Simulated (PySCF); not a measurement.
PySCF 2.14.0, R2SCAN/def2-svp, df: Au(Cl)(CO) ([O+]#[C-]->[Au][Cl]), 4 atoms. The geometry is a generated start, not checked to be a minimum at this level.

```json
{
  "task": "energy",
  "method": "r2scan",
  "basis": "def2-svp",
  "two_electron_scheme": "density fitting",
  "mol.max_memory": "3000 MB",
  "mf.max_cycle": "100",
  "mf.conv_tol": "1e-09 (default)",
  "mf.grids.level": "3 (default)",
  "effective_core_potentials": "those of the basis set, past Kr",
  "basis_functions": "78",
  "grid_points": "71392"
}
```

```xyz
4

Au    -0.0269     0.4900    -0.4407
Cl    -0.2714     2.0899    -1.8932
O      0.1688    -1.7124     1.5430
C      0.1295    -0.8676     0.7909
```

Charge 0 and multiplicity 1 are set for this test and not shown to be the ground state.

With the defaults (mf.DIIS = CDIIS, mf.diis = true, mf.diis_space = 8, mf.damp = 0, mf.diis_start_cycle = 1, mf.level_shift = 0, mf.init_guess = minao, newton = off) it converges in 16 Fock builds. One run each on 2 threads, 1 BLAS thread, with these changes:
- newton = Hessian by the SCF's own integrals
- mf.DIIS = EDIIS
- mf.diis_space = 5
- mf.diis_space = 12
- mf.init_guess = 1e
- mf.diis = false
- mf.diis_space = 3
- mf.level_shift = 0.3 Hartree
- mf.damp = 0.3, mf.diis_start_cycle = 4

### Question
Name the settings that don't reach the solution of the defaults.

### Answer
No convergence: mf.DIIS = EDIIS; mf.diis = false (the run ends without SCF convergence in 100 cycles). The rest reach the solution of the defaults.

| setting | Fock builds | end |
|---|---|---|
| the defaults | 16 | same solution |
| mf.diis_space = 12 | 16 | same solution |
| mf.diis_space = 5 | 17 | same solution |
| mf.level_shift = 0.3 Hartree | 17 | same solution |
| mf.damp = 0.3, mf.diis_start_cycle = 4 | 22 | same solution |
| mf.init_guess = 1e | 27 | same solution |
| mf.diis_space = 3 | 31 | same solution |
| newton = Hessian by the SCF's own integrals | 47 | same solution |
| mf.DIIS = EDIIS | 101 | no convergence |
| mf.diis = false | 101 | no convergence |

Under newton the count holds the products with the orbital Hessian.
